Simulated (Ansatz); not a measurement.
The reference is Ag in the fcc (Cu type) structure (space group Fm-3m, No. 225; a = 4.054 Å; relaxed with 0.1 eV smearing). Axes: x, y, z lie along the cube axes.

Calculations: PBEsol (Ansatz, a quantum-chemistry and plane-wave program), without spin-orbit coupling.

Before the change:

- Shortest interatomic distance: 2.866 Å

One thing is altered: the cell is compressed by 2.50 % along z with no lateral relaxation; the atoms relax in the strained cell.

Task: What does the calculation give for the energy relative to the base after the change?

Result: The energy goes up by 5.0 meV/atom.

Task: How does this affect the stress?

Result: The stress (xx, yy, zz, yz, xz, xy; compression positive) comes out as (2.9, 2.9, 3.9, 0.0, 0.0, 0.0) GPa.

Task: What happens to the shortest interatomic distance?

Result: The shortest interatomic distance shrinks by 0.0356 Å (2.866 Å → 2.831 Å).

Whether these cells are dynamically stable was not tested.
